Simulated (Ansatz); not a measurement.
For Mg (model structure, started from the diamond type, Fd-3m, No. 227, 2 atoms in the cell), LDA in Ansatz (plane waves, PAW) gives:

| Property | Value |
|---|---|
| lattice parameter a | 6.694 Å |
| bulk modulus | 12.8 GPa |
| cohesive energy | 0.96 eV/atom |

Task: What does r²SCAN in Ansatz (plane waves, PAW) give for the same quantities?

Result: 
- lattice constant a: 6.853 Å (increases by 2.4 %)
- bulk modulus: 11.8 GPa (decreases by 7.8 %)
- cohesive energy: 0.83 eV/atom (decreases by 0.13 eV/atom)

Changes are worked out from the printed values.

Unless a cell is named, each level is at its own relaxed cell (LDA 37.49, r²SCAN 40.23 Å³/atom).

Caveats: the bulk modulus is −V dP/dV from two relaxed cells at ±2 % in volume (LDA, r²SCAN). Ansatz's density-functional and Hartree–Fock values are scalar-relativistic unless marked +SOC, with PAW data made under PBE.

A model structure was made by putting elements into a prototype or built by hand; it is no filed structure, need not be a known phase, and can be a saddle point held by its symmetry.

Ansatz is a quantum-chemistry and plane-wave program.
